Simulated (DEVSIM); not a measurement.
# illuminated Ge p-on-n cell, one wavelength

Device: illuminated Ge p-on-n cell, one wavelength, at 300 K.

```
layer (left to right)  material  thickness (μm)  Nd (cm⁻³)  Na (cm⁻³)   τn (s)  τp (s)  absorption coefficient (cm⁻¹)
---------------------  --------  --------------  ---------  ---------  -------  ------  -----------------------------
1                            Ge           0.490          -     2.9e18   1.5e-5    5e-5                           8700
2                            Ge             260     2.2e16          -  0.00016  1.6e-5                           8700
```

Left contact: ohmic, minority electron recombination velocity 400 cm/s. Right contact: ohmic, minority hole recombination velocity 600 cm/s. Voltage is applied to the left contact. Recombination: SRH at mid-gap, radiative, Auger. Light enters at the left, 2.2e18 photons cm⁻² s⁻¹, one pass, no reflection. Mobility is constant in doping.

This is a model device: material constants are rounded textbook-type values typed into the input, and sizes, dopings and lifetimes were drawn at random. Values at 300 K.

| parameter | Ge |
|---|---|
| gap (eV) | 0.664 |
| affinity (eV) | 4 |
| permittivity | 16 |
| Nc (cm⁻³) | 1.04e19 |
| Nv (cm⁻³) | 6e18 |
| μn (cm²/Vs) | 3900 |
| μp (cm²/Vs) | 1900 |
| B (cm³/s) | 6.4e-14 |
| Cn (cm⁶/s) | 1e-31 |
| Cp (cm⁶/s) | 1e-31 |

Simulated with DEVSIM: 1D drift-diffusion, Boltzmann statistics, complete ionisation; no tunnelling, impact ionisation, image-force lowering or self-heating.

```
Property                                                   Value
---------------------------------------------------  -----------
Potential step across the device at zero bias            0.486 V
Largest field in the device at zero bias              88000 V/cm
Dark forward voltage at 1 A/cm²                          0.334 V
Dark forward voltage at 100 A/cm²                        0.493 V
Short-circuit current                                 352 mA/cm²
Open-circuit voltage                                     0.298 V
Fill factor                                                 0.70
Largest power                                        73.3 mW/cm²
Share of generated pairs collected at short circuit        0.998
```

Current under light (generator sign):

| V (V) | J (mA/cm²) |
|---|---|
| 0.00 | 352 |
| 0.02 | 352 |
| 0.04 | 352 |
| 0.08 | 352 |
| 0.10 | 351 |
| 0.14 | 351 |
| 0.16 | 349 |
| 0.18 | 347 |
| 0.20 | 341 |
| 0.22 | 328 |
| 0.24 | 301 |
| 0.26 | 248 |
| 0.28 | 148 |
| 0.30 | -28.1 |

Dark forward current:

(V (V), J (A/cm²)): (0.05, 2.9e-5); (0.10, 0.00023); (0.15, 0.0016); (0.20, 0.011); (0.25, 0.071); (0.30, 0.38); (0.35, 1.6); (0.40, 7.0); (0.45, 31); (0.50, 120); (0.55, 430); (0.60, 1200); (0.65, 2500)
